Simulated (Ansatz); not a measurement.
Given:

```
CELL_PARAMETERS angstrom
      4.08962     0.00000     0.00000
     -2.04481     3.54172     0.00000
      0.00000     0.00000     6.76276
ATOMIC_POSITIONS crystal
  Cd 0.33333 0.66667 0.00112
  Cd 0.66667 0.33333 0.50112
  S  0.33333 0.66667 0.37388
  S  0.66667 0.33333 0.87388
```

All values below come from r2SCAN with spin-orbit coupling, rigid bands (plane waves, PAW; Ansatz, a first-principles code). Condition of this run: biaxial stress in the c plane of 0.8 GPa (compression positive) (the target of the relaxation). Cell: cell and atoms relaxed with PBEsol, then loaded as said.

What conductivity effective mass do dilute holes have at 300 K?

1.05 (x), 1.05 (y), 1.61 (z) mₑ.

What conductivity effective mass do dilute electrons have at 300 K?

0.180 (x), 0.180 (y), 0.159 (z) mₑ.

And the band gap?

1.67 eV at this level; semilocal functionals usually fall short of the measured gap.

Rigid bands, one relaxation time for all states, no polarons. Geometry: cell and atoms relaxed with PBEsol.
